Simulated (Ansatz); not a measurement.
Band structure of CdSe (P6_3mc, 8 atoms in the cell).

```xyz
8
Lattice="4.4068 0.0000 0.0000 -2.2034 3.8164 0.0000 0.0000 0.0000 14.4267" Properties=species:S:1:pos:R:3 pbc="T T T"
Cd     0.0000     0.0000     0.0000
Cd     0.0000     0.0000     7.2133
Cd     2.2034     1.2721    10.8226
Cd     0.0000     2.5443     3.6093
Se     0.0000     0.0000    11.7168
Se     0.0000     0.0000     4.5034
Se     2.2034     1.2721     8.1264
Se     0.0000     2.5443     0.9131
```

Computed with PBE (plane waves, PAW; Ansatz, an electronic-structure program).

Settings: basis.ecutwfc = 420 eV; kpoints.mp_grid.grid = 4 4 1; hamiltonian.xc = pbe; hamiltonian.pseudopotentials = {kind: paw} (the program's default PAW files); scf.occupations.method = fermi_dirac; scf.occupations.width = 0.1 eV; kpoints.band_path.npoints = 8.

The starting cell was generated: these elements placed on a structure prototype, without a prior relaxation; it need not be a known phase or ordering of this composition. Its lattice was rescaled by a random factor within 2.5 % of one.

**Question.** Predict the gap along the standard path and the places of the band edges.

**Answer.** The gap along the path is 0.46 eV, direct at Γ to within 0.01 eV.

Levels in eV from the top of the valence band on the path, bands 69 to 76:
```
point     69     70     71     72    73    74    75    76
-----  -----  -----  -----  -----  ----  ----  ----  ----
Γ      -0.33  -0.03   0.00   0.00  0.46  2.12  2.21  2.25
M      -1.17  -1.15  -0.81  -0.65  2.46  2.80  3.40  3.65
K      -1.65  -1.27  -1.27  -0.99  3.57  4.04  4.04  4.43
A      -0.11  -0.11  -0.11  -0.11  1.48  1.48  2.26  2.26
L      -1.10  -1.10  -0.81  -0.81  2.85  2.85  3.41  3.41
H      -1.32  -1.32  -1.17  -1.17  3.86  3.86  4.02  4.02
```

Keys are those of Ansatz 0.2.
